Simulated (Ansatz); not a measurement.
Consider interstitial Mg in anatase TiO2, charge state +2. These are PBE, PAW (plane waves to 420 eV; Ansatz, an electronic-structure program) values and carry that method's errors.

108-site cell at the relaxed PBE lattice, the Γ point alone, smearing 0.01 eV, spin-restricted, no finite-size correction. Energies are static. The charge state is imposed; whether it is stable for some Fermi level was not computed. Sites that were not tried may lie lower.

Barriers: single points on a 2×2×2 k-point mesh shifted by half a step at the bands' geometries.

The step: Mg moves alone to another site (a rearrangement that moves the defect's centre by under 1 Å). Atoms about the jump, Cartesian Å from the middle of the jump, before and after:

```tsv
atom	x0	y0	z0	x1	y1	z1
Mg1	0.00	0.00	-0.46	0.00	0.00	0.46
O2	0.00	1.94	-0.40	0.00	1.78	-0.37
O3	0.00	-1.94	-0.40	0.00	-1.78	-0.37
O4	-1.78	0.00	0.37	-1.94	0.00	0.40
O5	1.78	0.00	0.37	1.94	0.00	0.40
O6	0.00	0.00	-2.58	0.00	0.00	-2.84
O7	0.00	0.00	2.84	0.00	0.00	2.58
Ti8	1.99	-2.01	0.01	2.01	-1.99	-0.01
Ti9	1.99	2.01	0.01	2.01	1.99	-0.01
Ti10	-1.99	-2.01	0.01	-2.01	-1.99	-0.01
Ti11	-1.99	2.01	0.01	-2.01	1.99	-0.01
Ti12	0.00	1.98	-2.48	0.00	1.94	-2.42
Ti13	0.00	-1.98	-2.48	0.00	-1.95	-2.42
Ti14	-1.94	0.00	2.42	-1.98	0.00	2.48
Ti15	1.94	0.00	2.42	1.98	0.00	2.48
O16	-1.91	-1.96	-2.00	-1.90	-1.95	-1.99
O17	1.90	-1.96	-2.00	1.90	-1.95	-1.99
O18	-1.91	1.96	-2.00	-1.90	1.94	-1.99
O19	1.90	1.96	-2.00	1.90	1.94	-1.99
O20	1.95	-1.90	1.99	1.96	-1.90	2.00
O21	-1.94	1.90	1.99	-1.96	1.91	2.00
O22	1.95	1.90	1.99	1.96	1.90	2.00
O23	-1.95	-1.90	1.99	-1.96	-1.91	2.00
```

Question: Predict the transition state.

Answer: 
```tsv
atom	x	y	z
Mg1	-0.01	-0.01	0.00
O2	-0.01	1.87	-0.39
O3	-0.01	-1.88	-0.39
O4	-1.89	-0.01	0.40
O5	1.87	-0.01	0.40
O6	-0.01	-0.01	-2.76
O7	-0.01	-0.01	2.77
Ti8	2.00	-2.02	0.00
Ti9	2.00	2.01	0.00
Ti10	-2.02	-2.02	0.00
Ti11	-2.02	2.01	0.00
Ti12	-0.01	1.94	-2.45
Ti13	-0.01	-1.95	-2.46
Ti14	-1.95	-0.01	2.46
Ti15	1.93	-0.01	2.46
O16	-1.91	-1.95	-1.99
O17	1.90	-1.95	-1.99
O18	-1.92	1.94	-1.99
O19	1.90	1.94	-1.99
O20	1.94	-1.91	2.00
O21	-1.96	1.90	2.00
O22	1.94	1.90	2.00
O23	-1.96	-1.91	2.00
```
It lies 0.14 eV above the start and 0.14 eV above the end. The saddle point's order was not checked, and it lies on a symmetry element of the cell, where a band can be held.
